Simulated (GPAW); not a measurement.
Input and output of a self-consistent single point for TiCrB4 (P6/mmm, 6 atoms in the cell) (GPAW).

Computed with LDA (Perdew-Wang 92), GPAW PAW datasets LDA (gpaw-data 1.0.1) (plane waves; GPAW).

The change in words: lattice scaled by 0.98. Reference geometry:
```
TiCrB4
1.0
    3.01633     0.00000     0.00000
   -1.50816     2.61222     0.00000
    0.00000     0.00000     6.13163
Ti Cr B
1 1 4
Direct
  0.00000   0.00000   0.50000
  0.00000   0.00000   0.00000
  0.33333   0.66667   0.75959
  0.66667   0.33333   0.24041
  0.66667   0.33333   0.75959
  0.33333   0.66667   0.24041
```

Reference input (self-consistent single point, DFT LDA (Perdew-Wang 92), plane waves, GPAW PAW datasets LDA (gpaw-data 1.0.1)): mode = pw; ecut = 950 eV; xc = LDA; kpts = 10 10 5; mesh shift (steps) = 0 0 0; occupations.name = methfessel-paxton; occupations.width = 0.136 eV; occupations.order = 0; nbands = -10; convergence.forces = 0.001 eV/Å; symmetry.symmorphic = false; symmetry.tolerance = 0.0005. This run's input differs from it in these lines:

```diff
@@ -5,5 +5,5 @@
 atoms = Atoms(['Ti', 'Cr', 'B', 'B', 'B', 'B'],
-              cell=[[3.016330, 0.000000, 0.000000],
-                    [-1.508165, 2.612218, 0.000000],
-                    [0.000000, 0.000000, 6.131630]],
+              cell=[[2.956003, 0.000000, 0.000000],
+                    [-1.478002, 2.559974, 0.000000],
+                    [0.000000, 0.000000, 6.008997]],
               scaled_positions=[[0.000000, 0.000000, 0.500000],
```

Log, with long lists cut:

```
     iter     time        total  log10-change:
                         energy   eigst   dens  force
iter:   1 --:--:--   -63.670969
iter:   2 --:--:--   -57.771613   -0.54  -0.85
iter:   3 --:--:--   -54.077111   -0.17  -0.92
iter:   4 --:--:--   -52.585443   -0.37  -1.11
iter:   5 --:--:--   -52.534971   -0.65  -1.46
iter:   6 --:--:--   -52.657044   -1.61  -1.66
iter:   7 --:--:--   -52.528706   -1.68  -1.57
iter:   8 --:--:--   -52.516852   -2.31  -2.22
iter:   9 --:--:--   -52.521697c  -2.79  -2.35
iter:  10 --:--:--   -52.510987c  -2.52  -2.30
iter:  11 --:--:--   -52.511625c  -3.06  -2.73
iter:  12 --:--:--   -52.512039c  -3.26  -2.99
   [... lines left out ...]
iter:  24 --:--:--   -52.512392c  -5.62  -3.75
iter:  25 --:--:--   -52.512392c  -5.85  -3.97
iter:  26 --:--:--   -52.512391c  -6.05  -4.08c
iter:  27 --:--:--   -52.512393c  -5.99  -4.14c
iter:  28 --:--:--   -52.512393c  -6.43  -4.66c
iter:  29 --:--:--   -52.512394c  -6.64  -4.71c
iter:  30 --:--:--   -52.512395c  -6.86  -4.86c
iter:  31 --:--:--   -52.512394c  -6.99  -5.16c
iter:  32 --:--:--   -52.512394c  -7.17  -5.26c
iter:  33 --:--:--   -52.512394c  -7.31  -5.51c
iter:  34 --:--:--   -52.512394c  -7.40  -5.53c
iter:  35 --:--:--   -52.512394c  -7.55c -5.73c
iter:  36 --:--:--   -52.512394c  -7.69c -5.82c -4.66c
Converged after 36 iterations.

Dipole moment: (0.000000, -0.000000, 0.000000) |e|*Ang

Energy contributions relative to reference atoms: (reference = -54351.089557)

Kinetic:        +36.471596
Potential:      -32.916301
External:        +0.000000
XC:             -56.230586
Entropy (-ST):   -0.031684
Local:           +0.178739
SIC:             +0.000000
--------------------------
Free energy:    -52.528236
Extrapolated:   -52.512394

Showing only first 2 kpts
 Kpt  Band  Eigenvalues  Occupancy
  0    13     11.64477    2.00000
  0    14     11.64485    2.00000
  0    15     12.06467    2.00000
  0    16     12.06468    2.00000

  1    13     10.93546    2.00000
  1    14     11.06738    2.00000
  1    15     12.90596    0.00660
  1    16     12.90600    0.00659

Fermi level: 12.64473

No gap
   [... lines left out ...]
  0 Ti   -0.00000    0.00000    0.00000
  1 Cr   -0.00000   -0.00000    0.00000
  2 B     0.00000   -0.00000    0.02025
  3 B     0.00000    0.00000   -0.02025
  4 B     0.00000    0.00000    0.02025
  5 B    -0.00000   -0.00000   -0.02025

Stress tensor:
    -0.032716    -0.000000     0.000000
    -0.000000    -0.032716     0.000000
     0.000000     0.000000    -0.005529
Stress (GPa, Voigt): [-5.2417 -5.2417 -0.8858  0.      0.     -0.    ]
```

The run converged in 36 iterations. GPAW prints stress with tension positive. Against the reference run the free energy drops by 15.0 meV/atom and the largest force goes from 0.030 to 0.020 eV/Å.

At such cutoffs GPAW's stress carries a finite-basis (Pulay) error, which enters relaxed cells too; its log prints stress with tension positive.

The starting cell comes from a database of computed structures (which also holds hypothetical and non-ambient phases and stackings), without a prior relaxation at this level. For this run, on top of that: lattice scaled by 0.98. Spin polarisation is off.

Cost on one core of a shared machine: roughly 2 min.
